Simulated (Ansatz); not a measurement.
```
CELL_PARAMETERS angstrom
      3.76359     0.00000     0.00000
      0.00000     3.76359     0.00000
      0.00000     0.00000     5.65950
ATOMIC_POSITIONS crystal
  Mg 0.50000 0.50000 0.00000
  Mg 0.00000 0.00000 0.00000
  Mg 0.50000 0.00000 0.39128
  Mg 0.00000 0.50000 0.60872
  C  0.50000 0.00000 0.77386
  C  0.00000 0.50000 0.22614
```

No spin polarisation.

The values are results of plane-wave PAW DFT at the PBEsol level (Ansatz, a program for electronic structure, 420 eV), scalar-relativistic without spin-orbit coupling, not measurements. k-mesh 9×9×6 (Γ-centred); smearing 0.05 eV (Fermi–Dirac).

Task: What band gap does the calculation give?

Result: 0.17 eV.

Task: Predict the gap character.

Result: Indirect, Γ–X (40 % along) → M.

Task: What is the computed space group?

Result: P4/nmm (No. 129).

Whether these cells are dynamically stable was not tested. The cell was made from Mg2Si by this change: Si → C; the result is a hypothetical phase, not in the database extracts checked. A zero or small gap of Mg2C can be the functional's error rather than a property of the material.
